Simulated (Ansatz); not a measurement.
**A self-consistent single point of Pt3Pb (Pm-3m, 4 atoms in the cell) with Ansatz (a quantum-chemistry and plane-wave program)**

Level of theory: LDA (PW92), default PAW files made with PBE (plane waves; Ansatz).

Input:

Ansatz 0.2 input:
```yaml
crystal:
  lattice:
    - [4.120229, 0.000000, 0.000000]
    - [0.000000, 4.120229, 0.000000]
    - [0.000000, 0.000000, 4.120229]
  atoms:
    - { symbol: Pt, position: [0.500000, 0.000000, 0.500000] }
    - { symbol: Pt, position: [0.000000, 0.500000, 0.500000] }
    - { symbol: Pt, position: [0.500000, 0.500000, 0.000000] }
    - { symbol: Pb, position: [0.000000, 0.000000, 0.000000] }
basis:
  ecutwfc: 420.0
kpoints:
  mp_grid: { grid: [8, 8, 8] }
hamiltonian:
  xc: lda
  pseudopotentials: { kind: paw }
scf:
  occupations: { method: fermi_dirac, width: 0.1 }
output:
  forces: true
  eigenvalues: true
  stress: true
```

Log, with long lists cut:

```
WARN ansatz: RAYON_NUM_THREADS=1 ignored (pool sized by the plan → 1); use --threads N
Pseudopotentials: kind: paw
Pseudopotential: Pt, paw, valence charge 18
Pseudopotential: Pb, paw, valence charge 14
Crystal: 4 atoms, lattice volume = 69.946 Å³
Basis set: ecut = 420 eV, 1357 PW (Γ)
Bands: 41, of which v1, the nominal top of the filled ones, is band 34 counted from 1 (33 counted from 0)
Symmetry: 48 space group operations
Space group: Pm-3m (ITA 221), of the structure as read, at distance tolerance 4.1e-5 Å
k-points: 35 of 512
PAW frozen core: Pt, regenerated for the run's functional, and the local potential with it
PAW frozen core: Pb, regenerated for the run's functional, and the local potential with it
Initial density: superposition of atomic densities (neutral atoms: chi_scale 0, normalization atom), corrected by the library's trained network
Initial wavefunctions: pseudopotential atomic-orbital guess
Eigensolver: davidson
Functional: x = slater, c = lda
SCF iter   1: F=—  HF=-48337.507555 eV  |F-HF|=—  |Δ(HF+E_count)|=         —  Δρ=6.02e-3  dr2=7.17e-3  ethr=1.77e-3  ⟨swp⟩=6.8  Hψ=5604  notcnv=0  defer=1
all-band conjugate gradients solve this SCF's bands
preconditioner: auto → Kerker (q_TF=auto, 2.715 Å⁻¹)
SCF iter   2: F=—  HF=-48337.507162 eV  |F-HF|=—  |Δ(HF+E_count)|=   3.93e-4  Δρ=3.24e-3  dr2=2.01e-3  ethr=1.05e-5  ⟨swp⟩=2.1  Hψ=2306  notcnv=0  defer=1
SCF iter   3: F=—  HF=-48337.506606 eV  |F-HF|=—  |Δ(HF+E_count)|=   5.56e-4  Δρ=2.00e-4  dr2=1.18e-5  ethr=2.96e-6  ⟨swp⟩=2.4  Hψ=2188  notcnv=0  defer=1
SCF iter   4: F=—  HF=-48337.506616 eV  |F-HF|=—  |Δ(HF+E_count)|=   9.87e-6  Δρ=4.73e-5  dr2=1.19e-6  ethr=1.74e-8  ⟨swp⟩=2.1  Hψ=2410  notcnv=0  defer=1
SCF iter   5: F=—  HF=-48337.506616 eV  |F-HF|=—  |Δ(HF+E_count)|=   1.78e-7  Δρ=9.75e-6  dr2=1.54e-7  ethr=1.75e-9  ⟨swp⟩=2.0  Hψ=1668  notcnv=0  defer=1
SCF iter   6: F=-48337.506616 eV  HF=-48337.506616 eV  |F-HF|=1.13e-8  |Δ(HF+E_count)|=   3.54e-8  Δρ=3.53e-6  dr2=1.60e-8  ethr=1.47e-10  ⟨swp⟩=7.0  Hψ=5629  notcnv=0
SCF 1 converged in 6 iterations: F = -48337.506616 eV  dr2 = 1.60e-8
SCF converged after 6 iterations
Free energy (F): -48337.506616 eV
Harris-Foulkes:  -48337.506616 eV  (|F-HF|=1.13e-8)
Internal energy: -48337.464396 eV  (E = F + TS)
E sigma→0 (E₀):  -48337.485506 eV
Entropy (-TS):   -0.042220 eV (-10.555 meV/atom)
Fermi energy:    19.653385 eV
--- Per-component energies (eV) ---
  E_band       = -491.685958
  E_kinetic    = 2208.944484
  E_local      = -5746.195114  (includes V_loc(G=0)·N_el)
  E_nonlocal   = 979.319482
  E_hartree    = 2168.735054
  E_xc         = -998.105863
  E_vxc        = -1039.308020  (∫ρ·V_xc dr)
  E_paw        = -37642.627261  (= ΣΔE_a)
  E_vpaw       = -1231.918167  (= ΣTr[D̂ρ^β])
  E_aug_tail   = 0.000597  (compensation charges beyond the density's cutoff)
  E_ewald      = -9308.849669
  E_core_change = 1.313895  (= ΣΔE_core)
  E_smearing   = -0.042220  (= −TS)
  E_closure    = -0.000000  (closes the sum)
  Σ components = -48337.506616   (vs F -48337.506616, Δ=0.00e0)
--- Forces (eV/Å), atoms counted from 1 ---
  atom   1  Pt    -0.00000000    -0.00000000     0.00000000
   [... zero for the other atoms too ...]
  max |Σ_I F_I| component: 9.48e-29 eV/Å
--- Stress (GPa, compression-positive) ---
      -11.021300       0.000000       0.000000
       -0.000000     -11.021300       0.000000
        0.000000       0.000000     -11.021300
  P = ⅓ Tr σ = -11.0213 GPa (-110.213 kbar)
  The stress holds the Pulay correction. Without it, at fixed plane waves, as pw.x and ABINIT print it: P = -11.0550 GPa
--- Band table (eV; the first three rows and the last of 35) ---
  k-point 0: bands = ["-78.6196", "-78.6037", "-78.6037", "-32.8452", "-32.8452", "-32.8452", "-32.7466", "-32.7466", "-32.7466", "-32.6533", "-32.6533", "-32.6533", "2.5171", "2.5171", "2.5633", "2.5633", "2.5633", "7.6301", "13.1477", "14.7076", [...]
  k-point 1: bands = ["-78.6191", "-78.6043", "-78.6037", "-32.8412", "-32.8412", "-32.8387", "-32.7476", "-32.7476", "-32.7468", "-32.6604", "-32.6562", "-32.6562", "2.5228", "2.5316", "2.5644", "2.5681", "2.5681", "7.7846", "13.2348", "14.5810", [...]
  k-point 2: bands = ["-78.6176", "-78.6058", "-78.6037", "-32.8306", "-32.8306", "-32.8203", "-32.7510", "-32.7510", "-32.7474", "-32.6804", "-32.6637", "-32.6637", "2.5366", "2.5666", "2.5673", "2.5798", "2.5798", "8.2273", "13.2430", "14.1639", [...]
  k-point 34: bands = ["-78.6090", "-78.6090", "-78.6090", "-32.8823", "-32.8403", "-32.8403", "-32.8403", "-32.6817", "-32.6817", "-32.6817", "-32.6489", "-32.6489", "2.5195", "2.5195", "2.5195", "2.6591", "2.6591", "9.6430", "14.0306", "14.0306", [...]
```

The run converged in 6 iterations.

The starting cell comes from a database of computed structures (which also holds hypothetical and non-ambient phases and stackings), without a prior relaxation at this level. Its lattice was rescaled by up to half a per cent. Spin-orbit coupling is off. Spin polarisation is off. With a pressure of about -11 GPa the cell is away from its equilibrium volume at this level. Ansatz's pressure includes its estimate of the finite-basis (Pulay) stress.
